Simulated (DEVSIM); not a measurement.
System: Schottky contact on n-type Si, at 300 K.

```tsv
layer (left to right)	material	thickness (μm)	Nd (cm⁻³)	τn (s)	τp (s)
1	Si	3.60	1.2e17	3.2e-6	3.2e-6
```

Left contact: Schottky, work function 4.47 eV, emission velocity 8.2e6 cm/s. Right contact: ohmic. Voltage is applied to the left contact. Recombination: SRH at mid-gap, radiative, Auger. Mobility is constant in doping.

This is a model device: material constants are rounded textbook-type values typed into the input, and sizes, dopings and lifetimes were drawn at random. Values at 300 K; Nc and Nv go as T^1.5, mobilities as T to minus their exponent, the gap by Varshni's rule with the affinity fixed.

```
parameter               Si
----------------  --------
gap (eV)             1.124
affinity (eV)         4.05
permittivity          11.7
Nc (cm⁻³)          2.86e19
Nv (cm⁻³)           3.1e19
μn (cm²/Vs)           1417
μp (cm²/Vs)            470
T exponent of μn       2.3
T exponent of μp       2.2
B (cm³/s)          4.7e-15
Cn (cm⁶/s)         2.8e-31
Cp (cm⁶/s)         9.9e-32
Varshni α (eV/K)  0.000473
Varshni β (K)          636
```

Model (solved in DEVSIM): 1D drift-diffusion, Boltzmann statistics, complete ionisation; no tunnelling, impact ionisation, image-force lowering or self-heating. Metal contacts follow the ideal Schottky-Mott rule: no Fermi-level pinning, no interface dipoles.

The temperature was swept, all else fixed.

```tsv
temperature (K)	largest field in the device at zero bias (V/cm)	potential step across the device at zero bias (V)
250	100000	0.308
300	96000	0.278
350	89000	0.248
400	81000	0.216
450	73000	0.184
500	[?]	0.151
```

### Question
Some entries are withheld; supply them.

### Answer

- 500, largest field in the device at zero bias (V/cm): 63000
